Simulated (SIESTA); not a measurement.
A self-consistent single point of NbRu (Pm-3m, 2 atoms in the cell) with SIESTA.

Computed with GGA PBEsol, numerical atomic orbitals TZP, PseudoDojo PBEsol standard norm-conserving potentials (rewritten from UPF to PSML) run with SIESTA 5.4.2.

```xyz
2
Lattice="3.1865 0.0000 0.0000 0.0000 3.1865 0.0000 0.0000 0.0000 3.1865" Properties=species:S:1:pos:R:3 pbc="T T T"
Nb     0.0000     0.0000     0.0000
Ru     1.5932     1.5932     1.5932
```

Reference input (self-consistent single point, DFT, GGA PBEsol, numerical atomic orbitals TZP, PseudoDojo PBEsol standard norm-conserving potentials (rewritten from UPF to PSML)): XC.functional = GGA; XC.authors = PBEsol; potentials = PseudoDojo PBEsol standard; PAO.BasisSize = TZP; PAO.EnergyShift = 0.005 Ry; MeshCutoff = 400 Ry; kgrid.MonkhorstPack = 8 8 8; OccupationFunction = MP; OccupationMPOrder = 1; ElectronicTemperature = 580.23 K; MaxSCFIterations = 150; SCF.Mixer.Method = Pulay. This run's input differs from it in these lines:

```diff
@@ -34,3 +34,3 @@
 OccupationMPOrder            1
-ElectronicTemperature        580.23 K
+ElectronicTemperature        3481.36 K
```

The program printed (abridged):

```
        iscf     Eharris(eV)        E_KS(eV)     FreeEng(eV)     dDmax    Ef(eV) dHmax(eV)
   scf:    1    -4420.541600    -4439.101240    -4439.109027  1.149987 -2.697793  9.437556
   scf:    2    -4435.058338    -4439.877931    -4439.877403  0.346800 -3.605211  7.346790
   scf:    3    -4441.196721    -4441.803185    -4441.816426  0.182347 -3.574282  3.354073
   scf:    4    -4442.422247    -4442.252030    -4442.269636  0.210251 -4.204736  0.118086
   scf:    5    -4442.248504    -4442.251550    -4442.269537  0.031208 -4.162016  0.192776
   scf:    6    -4442.254275    -4442.253144    -4442.270848  0.007969 -4.198495  0.042813
   scf:    7    -4442.253346    -4442.253299    -4442.270888  0.002650 -4.209992  0.025872
   scf:    8    -4442.253261    -4442.253288    -4442.270911  0.000404 -4.208026  0.003367
   scf:    9    -4442.253286    -4442.253287    -4442.270910  0.000150 -4.207611  0.004485
   scf:   10    -4442.253275    -4442.253281    -4442.270911  0.000094 -4.207474  0.000042
mix: Pulay -- inversion failed, > SVD [rank/size] 4 / 7
   scf:   11    -4442.253281    -4442.253281    -4442.270911  0.000001 -4.207477  0.000003
SCF Convergence by DM+H criterion
max |DM_out - DM_in|         :     0.0000014774
max |H_out - H_in|      (eV) :     0.0000027148
SCF cycle converged after 11 iterations

Using DM_out to compute the final energy and forces

siesta: E_KS(eV) =            -4442.2533

siesta: E_KS - E_eggbox =     -4442.2533

siesta: Atomic forces (eV/Ang):
     1   -0.000000   -0.000000    0.000000
     2   -0.000000   -0.000000   -0.000000
   Tot   -0.000000   -0.000000   -0.000000
   Max    0.000000
   Res    0.000000    sqrt( Sum f_i^2 / 3N )
   Max    0.000000    constrained

Stress tensor Voigt[x,y,z,yz,xz,xy] (kbar):      105.00      105.00      105.00        0.00        0.00        0.00
(Free)E + p*V (eV/cell)    -4444.3914
Target enthalpy (eV/cell)    -4442.2709

siesta: Program's energy decomposition (eV):
siesta: FreeEng =     -4442.270911

   [... lines left out ...]
siesta: Cell volume =         32.354723 Ang**3
siesta:        -105.00447812       -105.00447095  kBar
   [... lines left out ...]
   2 16.199   1.812   0.220  -0.114   0.636   1.952   1.952   1.952   0.262
              0.262   0.262   1.525   1.525   1.378   1.525   1.378  -0.077

             -0.077  -0.042  -0.077  -0.042   0.047   0.047  -0.077   0.047

             -0.077

mulliken: Qtot =       29.000

Mulliken Atomic Populations:
Atom #   charge [q] valence [e]  Species
     1     0.198580   12.801420  Nb
     2    -0.198580   16.198580  Ru
 Total     0.000000
```

The run converged in 11 iterations. Against the reference run the free energy drops by 4.4 meV/atom and the pressure goes from -10.67 to -10.50 GPa.

The starting cell comes from a database of computed structures (which also holds hypothetical and non-ambient phases and stackings), without a prior relaxation at this level. Spin polarisation is off. Values carry the incompleteness of an atom-centred basis. With a pressure of about -11 GPa the cell is away from its equilibrium volume at this level.

Cost on one core of a shared machine: roughly 40 s.
